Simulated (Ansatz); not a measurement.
Consider ZrSe$_{2}$ in the CdI2 type structure (space group P-3m1, No. 164; a = 3.7351 Å, c = 6.0315 Å; layered, stacked along the Cartesian z axis).

Method: PBE-D3(BJ), PAW, 420 eV (Ansatz, a quantum-chemistry and plane-wave program; without spin-orbit coupling).

Strains are applied to the cell and any free atomic positions relax.

One change was made to it. Results:

The energy increases by 11 meV/atom; the largest internal atomic displacement comes out as 0.057 Å; the pressure (mean of the normal stresses, compression positive) goes from zero to 2.7 GPa.

Question: Which change produced these results?
(A) isotropic strain +2.00 %
(B) isotropic strain −2.00 %
(C) isotropic strain −2.50 %

Answer: B, isotropic strain −2.00 %. For comparison, the energy relative to the base in the other runs: isotropic strain −2.50 % gives +18 meV/atom; isotropic strain +2.00 % gives +10 meV/atom.

Stability against distortions was not tested. All final runs are without spin polarisation. Gaps under 0.05 eV, about the width of the smearing, are given as zero.
